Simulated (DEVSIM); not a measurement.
System: illuminated Si p-on-n cell, one wavelength, at 300 K.

Layer 1 from the left is Si, thickness (μm) 0.510, Na (cm⁻³) 1.9e18, τn (s) 5.1e-7, τp (s) 6.8e-7, absorption coefficient (cm⁻¹) 53000. Layer 2 from the left is Si, thickness (μm) 42.0, Nd (cm⁻³) 2.8e15, τn (s) 9.8e-7, τp (s) 9.8e-7, absorption coefficient (cm⁻¹) 53000.

Left contact: ohmic, minority electron recombination velocity 1e7 cm/s. Right contact: ohmic, minority hole recombination velocity 4000 cm/s. Voltage is applied to the left contact. Recombination: SRH at mid-gap, radiative, Auger. Light enters at the left, 1.7e17 photons cm⁻² s⁻¹, one pass, no reflection. Mobility is μmin + (μ − μmin)/(1 + (N/Nref)^α).

Constants are typed, rounded textbook-type inputs, not results; the design itself was drawn at random and stands for no fabricated device. Values at 300 K.

Si: gap (eV) 1.124, affinity (eV) 4.05, permittivity 11.7, Nc (cm⁻³) 2.86e19, Nv (cm⁻³) 3.1e19, μn (cm²/Vs) 1417, μp (cm²/Vs) 470, μn,min 52, μp,min 45, Nref,n 9.7e16, Nref,p 2.2e17, αn 0.68, αp 0.72, B (cm³/s) 4.7e-15, Cn (cm⁶/s) 2.8e-31, Cp (cm⁶/s) 9.9e-32.

Simulated with DEVSIM: 1D drift-diffusion, Boltzmann statistics, complete ionisation; no tunnelling, impact ionisation, image-force lowering or self-heating.

What does the simulation give for the potential step across the device at zero bias, the dark forward voltage at 1 A/cm², the fill factor?

potential step across the device at zero bias 0.813 V; dark forward voltage at 1 A/cm² 0.644 V; fill factor 0.80.
